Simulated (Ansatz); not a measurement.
The complex Si vacancy + N on the C site in metastable 2H silicon carbide (the Si site; C 1.91 Å away, along c) and its isolated parts, with the Fermi level 1.20 eV above the valence-band maximum, each in its stable bound charge state.

Computed with PBE, PAW (plane waves to 420 eV; Ansatz, an electronic-structure program). Set-up: 96-site cell; 2×2×2 shifted k-points; host gap 2.31 eV; charged states image-corrected; corrections pass 1 eV, so highly charged states may be off by several tenths; flagged in the runs: for some of the defects a host whose relaxation on this sampling wasn't shown to rest, a strain field that reaches the edge of the cell.

```csv
defect,charge,"E_f, elements as references (eV)"
Si vacancy,−1,7.01
N on the C site,+1,-0.77
"Si vacancy + N on the C site [the Si site; C 1.91 Å away, along c]",−1,4.23
```

Binding energy, the parts less the complex: 7.01 + -0.77 − (4.23) = 2.01 eV, bound. The charge changes by −1 on pairing, so the value moves with the Fermi level.
